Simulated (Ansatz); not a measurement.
**Pt on the 1x1 (10-10) surface of wurtzite GaN (cut with top plane Ga + N), one in a 2x1 cell, started at the site 'top Ga'**

Host crystal: wurtzite GaN, with a band gap (PBE, scalar-relativistic without spin-orbit coupling).

Calculation: PBE (plane waves to 420 eV, PAW; Ansatz, an electronic-structure program).

Model: 33-atom slab, 9.3 Å thick at the start under the adsorbate (thin: gaps and levels are the slab's own), 3x4x1 mesh, Fermi-Dirac 0.01 eV, dipole correction, 16 atoms held, the rest relaxed; symmetry of the start imposed; spin-polarised, no spin-orbit, no U, no dispersion correction. The starting moment vanished. At the end it is bonded to Ga + N. In PBE it is, or lies within 0.03 eV of, the lowest of the starts that converged.

| Item | Value |
|---|---|
| adsorption energy against an atom of fcc Pt | 188 kJ/mol |
| change of the step from the bottom to the top vacuum level, against the clean slab | -0.32 eV |
| energy released by relaxation | 2.11 eV |
| height of the binding atom over the mean of the host atoms within 0.3 Å of the top one | 1.915 Å |
| magnetic moment of the cell | 0.00 μB |
| nearest host atoms of the binding atom | N at 1.98 Å, Ga at 2.39 Å, Ga at 3.35 Å |
| largest move of a host atom | 0.26 Å |
| note | in the relaxation the adsorbate left its starting site by 1.3 Å |
| cost | around 40 core-minutes (rough) |

A negative adsorption energy means that the adsorbate is more stable on the surface than in its reference.
